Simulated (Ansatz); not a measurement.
## What isotropic strain +1.92 % does to AlRu

The parent structure is AlRu in the CsCl type structure (space group Pm-3m, No. 221; a = 3.0048 Å; relaxed with 0.1 eV smearing).

One thing is altered: an isotropic linear strain of +1.92 %; the atoms relax in the strained cell.

Method: PBE (Ansatz, a program for electronic structure, PAW, spin-orbit coupling left out). Settings: 19×19×19 k-points, 0.1 eV Fermi–Dirac smearing.

```csv
quantity,base,changed,shift
volume per atom,13.57 Å³,14.36 Å³,+0.796 Å³
space group,Pm-3m (No. 221),Pm-3m (No. 221),–
shortest interatomic distance,2.602 Å,2.652 Å,+0.050 Å
energy relative to the base (free energy F),0 meV/atom,+27 meV/atom,+27 meV/atom
pressure,0.0 GPa,-10.2 GPa,-10.2 GPa
band gap,zero,zero,–
```

No phonon test of stability was made. The final runs are not spin-polarised.
